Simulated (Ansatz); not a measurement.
Take TiO$_{2}$ in the anatase structure (space group I4_1/amd, No. 141; a = 3.778 Å, c = 9.589 Å) as the base. Axes: x, y, z lie along a, b, c of the conventional cell.

Structures relaxed with Ansatz (a quantum-chemistry and plane-wave program), r2SCAN, PAW, cutoff 500 eV, no SOC, earlier PAW set.

Base:

Simulated powder pattern, Cu Kα1, λ = 1.54056 Å (kinematic, ideal powder, no thermal factors, no anomalous dispersion; the 8 strongest lines at most, above 2 %, up to 2θ = 90°):

```csv
2θ (°),I/Imax (%),hkl
25.32,100,(101)
37.49,21,(004)
48.13,29,(200)
53.54,20,(105)
55.15,19,(211)
62.55,15,(204)
70.43,7.4,(220)
74.83,12,(215)
```

After one change:

Simulated powder pattern, Cu Kα1, λ = 1.54056 Å (kinematic, ideal powder, no thermal factors, no anomalous dispersion; the 8 strongest lines at most, above 2 %, up to 2θ = 90°):

```csv
2θ (°),I/Imax (%)
25.29,100
25.40,100
37.39,41
48.09,29
48.34,29
53.42,19
53.48,20
55.16,19
```

**Question.** Which change produced these results?
A) biaxial strain −4.23 %, plane normal [001], relaxed out of plane
B) uniaxial strain ε_xx = +3.72 %
C) uniaxial stress, 1 GPa compression along x
D) uniaxial strain ε_xx = +1.37 %

**Answer.** C, uniaxial stress, 1 GPa compression along x. Its volume per atom is 11.40 Å³ against 11.41 Å³, and its space group is Imma (No. 74).

Beyond what the load breaks, stability against distortions was not tested. All final runs are without spin polarisation.
